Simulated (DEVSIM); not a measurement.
Structure: illuminated Si n-on-p cell, one wavelength, with a back-surface field, at 300 K.

Layer 1 from the left is Si, thickness (μm) 0.150, Nd (cm⁻³) 6.1e17, τn (s) 3.2e-5, τp (s) 3.5e-6, absorption coefficient (cm⁻¹) 32000. Layer 2 from the left is Si, thickness (μm) 22.0, Na (cm⁻³) 1.8e15, τn (s) 0.00027, τp (s) 0.00027, absorption coefficient (cm⁻¹) 32000. Layer 3 from the left is Si, thickness (μm) 0.310, Na (cm⁻³) 5e18, τn (s) 0.00027, τp (s) 0.00027, absorption coefficient (cm⁻¹) 32000.

Left contact: ohmic, minority hole recombination velocity 1e5 cm/s. Right contact: ohmic, minority electron recombination velocity 40000 cm/s. Voltage is applied to the left contact. Recombination: SRH at mid-gap, radiative, Auger. Light enters at the left, 1.9e17 photons cm⁻² s⁻¹, one pass, no reflection. Mobility is μmin + (μ − μmin)/(1 + (N/Nref)^α).

The device is made up for the run: typed textbook-type constants, with dimensions and the other settings drawn at random. Values at 300 K.

Si: gap (eV) 1.124, affinity (eV) 4.05, permittivity 11.7, Nc (cm⁻³) 2.86e19, Nv (cm⁻³) 3.1e19, μn (cm²/Vs) 1417, μp (cm²/Vs) 470, μn,min 52, μp,min 45, Nref,n 9.7e16, Nref,p 2.2e17, αn 0.68, αp 0.72, B (cm³/s) 4.7e-15, Cn (cm⁶/s) 2.8e-31, Cp (cm⁶/s) 9.9e-32.

Model (solved in DEVSIM): 1D drift-diffusion, Boltzmann statistics, complete ionisation; no tunnelling, impact ionisation, image-force lowering or self-heating.

Question: What does the simulation give for the potential step across the device at zero bias, the dark forward voltage at 1 A/cm², the short-circuit current, the share of generated pairs collected at short circuit?

Answer: potential step across the device at zero bias 0.977 V; dark forward voltage at 1 A/cm² 0.695 V; short-circuit current 29.0 mA/cm²; share of generated pairs collected at short circuit 0.951.
